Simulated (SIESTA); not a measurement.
A self-consistent single point of ScZnPd (P1, 6 atoms in the cell) with SIESTA.

Computed with GGA PBEsol, numerical atomic orbitals DZP, PseudoDojo PBEsol standard norm-conserving potentials (rewritten from UPF to PSML) (SIESTA).

The change in words: atoms moved at random. Reference geometry:
```xyz
6
Lattice="2.1465 -4.5589 0.0000 2.1465 4.5589 0.0000 0.0000 0.0000 5.2514" Properties=species:S:1:pos:R:3 pbc="T T T"
Sc     2.1465    -1.8858     3.9385
Sc     2.1465     1.8858     1.3128
Zn     0.0000     0.0000     0.0000
Zn     0.0000     0.0000     2.6257
Pd     2.1465     0.8795     3.9385
Pd     2.1465    -0.8795     1.3128
```

Reference input (self-consistent single point, DFT, GGA PBEsol, numerical atomic orbitals DZP, PseudoDojo PBEsol standard norm-conserving potentials (rewritten from UPF to PSML)): XC.functional = GGA; XC.authors = PBEsol; potentials = PseudoDojo PBEsol standard; PAO.BasisSize = DZP; PAO.EnergyShift = 0.01 Ry; MeshCutoff = 350 Ry; kgrid.MonkhorstPack = 5 5 4; OccupationFunction = MP; OccupationMPOrder = 0; ElectronicTemperature = 580.23 K; MaxSCFIterations = 150; SCF.Mixer.Method = Broyden. This run's input differs from it in these lines:

```diff
@@ -19,8 +19,8 @@
 %block AtomicCoordinatesAndAtomicSpecies
-     4.056344370   -3.563675685    7.442752482  1
-     4.056344370    3.563675685    2.480917494  1
-     0.000000000    0.000000000    0.000000000  2
-     0.000000000    0.000000000    4.961834988  2
-     4.056344370    1.662003368    7.442752482  3
-     4.056344370   -1.662003368    2.480917494  3
+     4.027475367   -3.397397813    7.402799787  1
+     4.011939568    3.540199844    2.453528165  1
+    -0.068901065    0.058013325   -0.154878717  2
+    -0.048749147   -0.076363248    4.994493786  2
+     4.146054482    1.630317444    7.561032705  3
+     4.157558274   -1.754769552    2.552189292  3
 %endblock AtomicCoordinatesAndAtomicSpecies
```

Output (repeated stretches shortened):

```
        iscf     Eharris(eV)        E_KS(eV)     FreeEng(eV)     dDmax    Ef(eV) dHmax(eV)
   scf:    1   -19546.889266   -20750.144759   -20750.156858  1.791643 -1.300926119.873748
   scf:    2   -21141.187865   -21303.531301   -21303.535999  2.152450 -2.801914 28.085559
   scf:    3   -21340.222835   -21323.459568   -21323.466382  0.828086 -2.897592 17.339089
   scf:    4   -21341.401617   -21335.684591   -21335.689548  0.982804 -3.471200  3.158019
   scf:    5   -21336.508370   -21336.193291   -21336.197700  0.120129 -3.578177  1.061394
   [... 9 lines left out ...]
   scf:   15   -21336.294021   -21336.294021   -21336.298984  0.000137 -3.664482  0.000384
   scf:   16   -21336.294021   -21336.294021   -21336.298984  0.000045 -3.664525  0.000247
   scf:   17   -21336.294021   -21336.294021   -21336.298984  0.000016 -3.664550  0.000161
   scf:   18   -21336.294021   -21336.294021   -21336.298984  0.000007 -3.664572  0.000110
SCF Convergence by DM+H criterion
max |DM_out - DM_in|         :     0.0000065635
max |H_out - H_in|      (eV) :     0.0001096899
SCF cycle converged after 18 iterations

Using DM_out to compute the final energy and forces

siesta: E_KS(eV) =           -21336.2940

siesta: E_KS - E_eggbox =    -21336.2940

siesta: Atomic forces (eV/Ang):
     1    0.072330   -0.698099    0.179125
     2    0.198653    0.013648    0.162611
     3    0.558845   -0.244517    0.929916
     4    0.412503    0.215399   -0.414859
     5   -0.674928    0.460617   -0.487200
     6   -0.566012    0.244119   -0.357910
   Tot    0.001391   -0.008833    0.011683
   Max    0.929916
   Res    0.449035    sqrt( Sum f_i^2 / 3N )
   Max    0.929916    constrained

   [... lines left out ...]
siesta: FreeEng =    -21336.298984
   [... lines left out ...]
siesta:     0.032916    0.001739   -0.002113
siesta:     0.001739    0.036491   -0.000240
siesta:    -0.002113   -0.000240    0.034674

siesta: Cell volume =        102.776819 Ang**3

siesta: Pressure (static):
siesta:                Solid            Molecule  Units
siesta:          -0.00037786         -0.00025542  Ry/Bohr**3
siesta:          -0.03469375         -0.02345194  eV/Ang**3
siesta:         -55.58551646        -37.57414862  kBar
```

The run converged in 18 iterations. Against the reference run the free energy rises by 27.5 meV/atom, the pressure goes from -6.35 to -5.56 GPa and the largest force goes from 0.060 to 1.112 eV/Å.

The starting cell comes from a database of computed structures (which also holds hypothetical and non-ambient phases and stackings), without a prior relaxation at this level. For this run, on top of that: atoms moved at random. Spin polarisation is off. Values carry the incompleteness of an atom-centred basis. With a pressure of about -6 GPa the cell is away from its equilibrium volume at this level. Forces in this geometry exceed 1 eV/Å.

Cost on one core of a shared machine: roughly 50 s.
